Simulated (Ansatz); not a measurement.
Levels about the gap of amorphous In$_{15}$Ga$_{9}$Sn$_{9}$O$_{54}$ (87 atoms in a cell of 1149 Å³, 6.19 g/cm³; zone centre alone, so wide bands show as single levels with stretches between that a denser mesh fills), at the geometry that PBE relaxed, where it gives 0.1 GPa on a denser mesh. The participation number counts the atoms over which a state spreads; weights are charges in smoothed Voronoi cells. The levels come from a single point, so bond lengths are those of that geometry. Method of the levels: PBE, scalar-relativistic without spin-orbit coupling (Ansatz, a first-principles code). Sampling: the zone centre alone; Fermi-Dirac width 0.02 eV; no spin polarisation. At PBE the levels at the filled edge of the gap are localised (band-tail or defect states).

A CHGNet melt-quench gave the starting glass, which DFT then relaxed. O atoms were pushed apart under 1.9 Å during the dynamics, to hinder bonds among them. The hot cell started wider than the set density and was brought back towards it in steps. It is the lowest in DFT energy of 4 quenches. It is a model cell: composition and starting density were chosen by hand, and all elements were melted together. No dispersion term was used. Its density started from a set value of 6.21 and ended at 6.19 g/cm³. The quench (nominally 88 K/ps over its main leg) was far faster than any real one, so the model tends to hold more defects than a real film. One small periodic cell is one sample of the glass; other quenches scatter about these values. The volume was free in the relaxation, at fixed shape. Stress components on the final sampling reach 2.2 GPa.

```
E - E(highest filled), eV  filling  participation number        largest on  weight O  weight Sn  weight In  weight Ga
-------------------------  -------  --------------------  ----------------  --------  ---------  ---------  ---------
-0.31                       filled                   7.4   O, 3 neighbours      0.95       0.01       0.03       0.02
-0.25                       filled                  17.4   O, 3 neighbours      0.96       0.01       0.02       0.01
-0.23                       filled                  18.1   O, 3 neighbours      0.94       0.01       0.04       0.01
-0.17                       filled                  14.0   O, 3 neighbours      0.95       0.01       0.03       0.01
-0.16                       filled                   9.3   O, 3 neighbours      0.96       0.01       0.02       0.01
-0.12                       filled                  15.3   O, 3 neighbours      0.95       0.01       0.03       0.01
0.00                        filled                   5.2   O, 3 neighbours      0.95       0.00       0.03       0.01
0.64                         empty                  77.5  Sn, 6 neighbours      0.55       0.14       0.22       0.08
2.96                         empty                  24.9  Sn, 6 neighbours      0.62       0.24       0.11       0.02
3.19                         empty                  41.1  In, 6 neighbours      0.60       0.16       0.20       0.03
3.31                         empty                  44.4  Sn, 6 neighbours      0.61       0.16       0.18       0.05
3.35                         empty                  50.3  In, 5 neighbours      0.62       0.14       0.20       0.04
3.53                         empty                  43.7  Sn, 5 neighbours      0.62       0.11       0.19       0.07
3.55                         empty                  40.3  Sn, 5 neighbours      0.61       0.17       0.15       0.06
```

Most localised among these is the filled level at +0.00 eV, on a O atom, which has 3 neighbours (In 2.08 Å, In 2.10 Å, In 2.15 Å).
